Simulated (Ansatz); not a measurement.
Polymorphs of SiC, PBE with spin-orbit coupling, rigid bands in Ansatz (a quantum-chemistry and plane-wave program); geometry: cell and atoms relaxed with PBEsol.
- F-43m, primitive cell of 2: a = b = c = 3.0808 Å, α = β = γ = 60.00°
- P6_3mc, primitive cell of 4: a = 3.0760 Å, b = 3.0760 Å, c = 5.0478 Å, α = 90.00°, β = 90.00°, γ = 120.00°

```
Space group  volume per atom (Å³)  band gap  electron conductivity mass  hole conductivity mass  Seebeck coefficient, n-type 1e19 cm⁻³
-----------  --------------------  --------  --------------------------  ----------------------  -------------------------------------
F-43m                        10.3   1.36 eV                           …                 0.71 mₑ                              -250 μV/K
P6_3mc                       10.3   2.27 eV                     0.36 mₑ                 1.29 mₑ                                      …
```

Question: Some entries are withheld; supply them.

Answer: 
- F-43m, electron conductivity mass: 0.30 mₑ
- P6_3mc, Seebeck coefficient, n-type 1e19 cm⁻³: -233 μV/K

Masses are for dilute carriers at 300 K, harmonic means over directions unless an axis is named. Seebeck coefficients are for the stated density at 300 K, with one relaxation time for all states and whether or not that doping can be reached.
